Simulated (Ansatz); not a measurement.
## Defect calculation: Er_Hf in monoclinic HfO2

These are PBE, PAW (plane waves to 420 eV; Ansatz, an electronic-structure program) values and carry that method's errors. Cell: 96 sites, 2×2×2 repeats of a cell of 12 atoms; final energies on a 2×2×2 shifted mesh. Site at the start: the Hf site. Energies of charged states are corrected for periodic images (point charge plus alignment at distant sites). Dielectric constants: PBE linear response of the host. Host gap at this level: 4.04 eV. Finite-size and sampling errors can reach tenths of an eV here. PBE underestimates the host's gap, which shifts levels and can delocalise carriers. Spin–orbit coupling is left out, which matters for these heavy elements, and no Hubbard U is applied to the open shells. Each state is the lowest found from its start.

Charges with a result: +1, 0, −2. Others weren't obtained, and one of them could lie lower, also by skipping a charge.

```tsv
charge	moment (μB)	point group	largest move off a lattice site (Å)	image correction with alignment (eV)
+1†	5.0	–	0.09	-0.01
0	4.0	C1	0.09	0.00
−2†	fractional	–	0.16	0.40
```

† Not settled in this cell, so no level is given: charge +1: a level filled in part, carriers not clearly localised, level within 0.1 eV of a band edge or past it; charge −2: fractional moment, a level filled in part, carriers not clearly localised.

Point groups are those of the whole cell at tolerances of 0.03 and 0.1 Å ("near" where only the looser one holds); none is given for unsettled states.

No usable result was obtained for charge −1.

Flagged in the runs: a host whose relaxation on this sampling wasn't shown to rest, a strain field that reaches the edge of the cell.

All states together cost very roughly 24 core-hours.
